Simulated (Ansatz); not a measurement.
Electron-phonon data for TiC under load (space group Fm-3m)

Given:

```xyz
2
Lattice="0.0000 2.1577 2.1577 2.1577 0.0000 2.1577 2.1577 2.1577 0.0000" Properties=species:S:1:pos:R:3 pbc="T T T"
Ti     0.0000     0.0000     0.0000
C      2.1577     2.1577     2.1577
```

All values below come from PBEsol, DFPT electron-phonon coupling, linearised Boltzmann equation (plane waves, PAW, scalar-relativistic; Ansatz, a quantum-chemistry and plane-wave program). Condition of this run: hydrostatic pressure -4 GPa (the target of the relaxation). How the cell was made: relaxed with this functional, without spin-orbit coupling, then loaded as said.

| Property | Result |
|---|---|
| resistivity at 300 K | 13.3 μΩ·cm |
| electron-phonon coupling λ | 0.21 |
| transport coupling λ_tr | 0.22 |
| logarithmic mean phonon energy | 49 meV |
| density of states at the Fermi level | 0.147 states/(eV·spin·cell) |
| Drude plasma energy | 3.6 eV |

A metal at this level (no band gap). Only scattering by harmonic phonons is included (no impurities, grain boundaries, electron-electron scattering or thermal expansion). Spin-orbit coupling is left out. Halving the electron mesh (32x32x32) moves the resistivity by up to 3 % at 300 K, the coupling by up to 5 %. Smearing 0.20 eV; phonons on a 6x6x6 q mesh, which this run doesn't test and which matters most at low temperature.
